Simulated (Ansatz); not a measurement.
The reference is LiNbO$_{3}$ (space group R3c, No. 161).

```
LiNbO3
1.0
    2.56733     1.48225     4.60804
   -2.56733     1.48225     4.60804
    0.00000    -2.96450     4.60804
Li Nb O
2 2 6
Direct
  0.28078   0.28078   0.28078
  0.78078   0.78078   0.78078
  0.99839   0.99839   0.99839
  0.49839   0.49839   0.49839
  0.10932   0.35998   0.71863
  0.71863   0.10932   0.35998
  0.35998   0.71863   0.10932
  0.21863   0.85998   0.60932
  0.85998   0.60932   0.21863
  0.60932   0.21863   0.85998
```

Cartesian axes are those of the cell as printed.

Method: PBEsol in Ansatz (plane waves to 420 eV, PAW, no SOC).

It is then changed as follows: every lattice vector is stretched by 1.50 %; the atoms relax in the strained cell.

Q: Predict the stress tensor and what it implies for the stiffness.

A: Stress of the strained cell less that of the base (GPa, compression positive):
```
  -4.24    0.00    0.00
   0.00   -4.24    0.00
   0.00    0.00   -4.92
```

Then B = −ΔP/(ΔV/V₀) with ΔV/V₀ = 0.0457 gives secant stiffness values (nonlinear terms included at this strain): B (at held cell shape, above the free-shape value) ≈ 98 GPa.

As a check, the harmonic strain energy −½ V₀ Δσ:ε is 6.6 meV/atom; the computed energy rise is 7.1 meV/atom.

Stability against distortions was not tested.

Ansatz is a program for electronic structure.
